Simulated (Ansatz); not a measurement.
System: LaTiO2N (Pmma, No. 51, 10 atoms in the cell; start mp-1178120). Method: LDA in Ansatz (PAW).

Settings: plane-wave cutoff 520 eV, 6×10×6 k mesh (along the axes of the cell as run), Fermi–Dirac smearing 0.01 eV, no spin polarisation, scalar-relativistic PAW data made under PBE.

Cell (relaxed at this level):

Space group Pmma (No. 51); a = 5.535 Å, b = 3.797 Å, c = 5.598 Å, α = β = γ = 90.00°

```json
[
 {"atom": "La", "site": "2e", "symmetry": "mm2", "x": "0.7500", "y": "0.0000", "z": "0.2320"},
 {"atom": "Ti", "site": "2f", "symmetry": "mm2", "x": "0.2500", "y": "0.5000", "z": "0.2684"},
 {"atom": "N", "site": "2d", "symmetry": ".2/m.", "x": "0.5000", "y": "0.5000", "z": "0.5000"},
 {"atom": "O", "site": "2b", "symmetry": ".2/m.", "x": "0.0000", "y": "0.5000", "z": "0.0000"},
 {"atom": "O", "site": "2e", "symmetry": "mm2", "x": "0.2500", "y": "0.0000", "z": "0.2173"}
]
```

**Question.** Predict the band gap.

**Answer.** 
- band gap: 0.68 eV (on the SCF k mesh)

Note: the relaxation could not lower the start's symmetry, so the cell can be a saddle point above a distorted one.

Spin–orbit coupling is not included.

Computed values are for the static lattice.

A start named mp-… is a Materials Project structure, which need not be a measured phase.

Ansatz is a program for electronic structure.
